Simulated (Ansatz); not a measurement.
Structures of equal composition on the (0001) surface of 4H silicon carbide (Si plane on top): (√3x√3)R30° Al adatom at H3; (√3x√3)R30° Al adatom at T4. The slabs share one bottom face, and each structure is named by its start. These are constructed structures in small cells; real faces may alloy, dewet or reconstruct in larger ones, and not all known structures of the face are among them. Slabs of about 10 Å, Fermi-Dirac smearing of 0.025 eV. Bottom of the slabs: H caps. Relaxed from the named starts with such symmetry as they have, on meshes of like density; energies extrapolated to zero smearing; spin only where a row says so; no spin-orbit coupling, no U. Brackets mark spin-polarised runs, whose order is one that fits the cell. Where a second, spin-polarised start was run, the lower counts.

Computed with HSE06, at the PBE geometry (plane waves to 420 eV, PAW; Ansatz, a quantum-chemistry and plane-wave program).

Task: Rank these by energy per 1x1 cell (lowest first), as HSE06, at the PBE geometry gives it.

Result: (√3x√3)R30° Al adatom at T4 (0.000 eV), (√3x√3)R30° Al adatom at H3 (0.242 eV)
